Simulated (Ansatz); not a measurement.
TiAs (P6₃/mmc, No. 194) was calculated with PBEsol (PAW; Ansatz, a quantum-chemistry and plane-wave program).

Settings: plane-wave cutoff 520 eV, 18×18×6 k mesh (along the axes of the cell as run), Fermi–Dirac smearing 0.034 eV (set by the program), no spin polarisation, scalar-relativistic PAW data made under PBE.

Computed at the level's own relaxed cell.

Elastic tensor (GPa, Voigt notation, ions relaxed):

```
  196.7    85.1    99.8     0.0     0.0     0.0
   85.1   196.7    99.8     0.0     0.0     0.0
   99.8    99.8   215.0     0.0     0.0     0.0
    0.0     0.0     0.0   128.4     0.0     0.0
    0.0     0.0     0.0     0.0   128.4     0.0
    0.0     0.0     0.0     0.0     0.0    55.8
```

Task: Work out the Voigt, Reuss and Hill averages of the bulk and shear moduli, Young's modulus and Poisson's ratio from the printed constants.

Result: K_V = [C11 + C22 + C33 + 2(C12 + C13 + C23)]/9 = [608.4 + 2 × 284.7]/9 = 130.9 GPa. G_V = [608.4 − 284.7 + 3 × 312.6]/15 = 84.1 GPa. From the compliances S = C⁻¹, K_R = 130.1 and G_R = 70.7 GPa. Hill means: K = 130.5, G = 77.4 GPa. E = 9KG/(3K + G) = 194 GPa, ν = (3K − 2G)/(6K + 2G) = 0.25, K/G = 1.69.

Static lattice: no zero-point or thermal effects.
